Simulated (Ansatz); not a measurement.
The reference is Zr in the hcp (Mg type) structure (space group P6_3/mmc, No. 194; a = 3.230 Å, c = 5.179 Å; relaxed with 0.1 eV smearing). Axes: x lies along a and z along c of the hexagonal cell.

Method: PBE (Ansatz, a program for electronic structure; PAW; 420 eV plane waves; no spin-orbit coupling).

Base values:

- Volume per atom: 23.40 Å³

The change: compressive biaxial strain of 2.00 % in the plane normal to [001], as in epitaxy on a mismatched substrate; the out-of-plane cell vector and the atoms relax.

### Question
What does the calculation give for the in-plane stress after the change?

### Answer
The mean in-plane stress (compression positive) is +3.0 GPa.

### Question
Predict the new volume per atom.

### Answer
The volume per atom drops by 0.53 Å³, from 23.40 Å³ to 22.87 Å³.

No phonon test of stability was made. The final runs are not spin-polarised.
